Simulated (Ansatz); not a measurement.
The reference is GaP in the zinc blende structure (space group F-43m, No. 216; a = 5.452 Å).

The change: every P is replaced by N, then cell and atoms are relaxed.

Levels (all Ansatz, a quantum-chemistry and plane-wave program, PAW, earlier PAW set): r2SCAN (500 eV, scalar-relativistic without spin-orbit coupling); HSE06+SOC (420 eV, spin-orbit coupling included).

The geometry is relaxed with r2SCAN.

| Item | Result |
|---|---|
| r2SCAN lowest conduction level above the VBM at special points | Γ 2.17 eV; X 3.77 eV; L 5.22 eV |
| r2SCAN valence-band top at Γ | 0.00, 0.00, 0.00 eV |

### Question
What does HSE06+SOC give at this geometry for the lowest conduction level above the VBM at special points and valence-band top at Γ?

### Answer
The lowest conduction level above the VBM at special points goes from Γ 2.17 eV; X 3.77 eV; L 5.22 eV to Γ 2.99 eV; X 4.45 eV; L 6.11 eV; the valence-band top at Γ (three highest Kramers pairs, from the VBM) changes from 0.00, 0.00, 0.00 eV to 0.00, 0.00, -0.02 eV. The threefold valence maximum splits by Δso ≈ 21 meV.

Single points use the geometry relaxed with r2SCAN. Differences between runs with and without spin-orbit coupling are approximate. No phonon test of stability was made. This is not the structure that GaN has at room temperature and ambient pressure.
